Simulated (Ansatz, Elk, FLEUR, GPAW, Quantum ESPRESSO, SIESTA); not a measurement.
# Br (Cmce, 4 atoms in the cell) computed with different codes at matched settings

Self-consistent single point.

```xyz
4
Lattice="2.2888 -3.4077 0.0000 2.2888 3.4077 0.0000 0.0000 0.0000 8.9101" Properties=species:S:1:pos:R:3 pbc="T T T"
Br     3.9414     0.0000     7.9211
Br     2.9251     0.0000     3.4660
Br     1.6525     0.0000     5.4441
Br     0.6363     0.0000     0.9890
```

Shared settings, as Ansatz (an electronic-structure program) writes them: kpoints.mp_grid.grid = 6 6 3; scf.occupations.method = fermi_dirac; scf.occupations.width = 0.02 eV. Potentials and cutoffs stand in the table.

```tsv
code	model	pressure (GPa)	largest force (eV/Å)	gap on the mesh (eV)	cutoff
GPAW	PBE, GPAW PAW datasets PBE (gpaw-data 1.0.1)	0.22	0.231	1.591	550 eV
Elk	PBE, all-electron FP-LAPW, Elk's shipped species files, default APW+lo basis	–	–	1.580	default
FLEUR	PBE, all-electron FLAPW (FLEUR), scalar-relativistic valence	–	0.192	1.596	Kmax 3.9 1/bohr
Quantum ESPRESSO	PBE, PseudoDojo standard norm-conserving (PBE) pseudopotentials	0.02	0.160	1.570	50 Ry
SIESTA	GGA PBE, numerical atomic orbitals DZP, PseudoDojo PBE standard norm-conserving potentials (rewritten from UPF to PSML)	-0.58	0.641	1.523	grid 350 Ry
Ansatz	PBE, default PAW files	0.02	0.147	1.603	default
```

A dash marks a value that a program does not give, or that is left out as unsure.

Gaps are read on the mesh.

The spread over the programs that give each value: pressure within 0.80 GPa; largest force within 0.494 eV/Å; gap on the mesh within 0.080 eV.

SIESTA uses small atom-centred bases, whose incompleteness enters pressures, forces and empty levels differently from a plane-wave cutoff. Elk and FLEUR treat all electrons, but the usual bases taken here (sphere radii, linearisation, local orbitals, empty states) were not tested for convergence, so the values are no reference for the others. Ansatz's pressure is given at a fixed set of plane waves, as the other plane-wave codes print theirs. In the force vectors, GPAW (by 0.094) and SIESTA (by 0.517) lie more than 0.08 eV/Å from the median of the plane-wave programs.

On the base mesh (5 5 2) the same programs gave: Ansatz pressure 0.02 GPa, gap on the mesh 1.603 eV; Quantum ESPRESSO pressure 0.03 GPa, gap on the mesh 1.569 eV; GPAW pressure 0.23 GPa, gap on the mesh 1.591 eV; Elk gap on the mesh 1.580 eV; FLEUR gap on the mesh 1.595 eV; SIESTA pressure -0.57 GPa, gap on the mesh 1.529 eV.

The starting cell has typed, rounded lattice constants, without a prior relaxation at this level. Its lattice was rescaled by a random factor within 2.5 % of one.

Left out of this page: ABINIT (with a known weakness of the program); CP2K (on another mesh).

Keys are those of Ansatz 0.2.
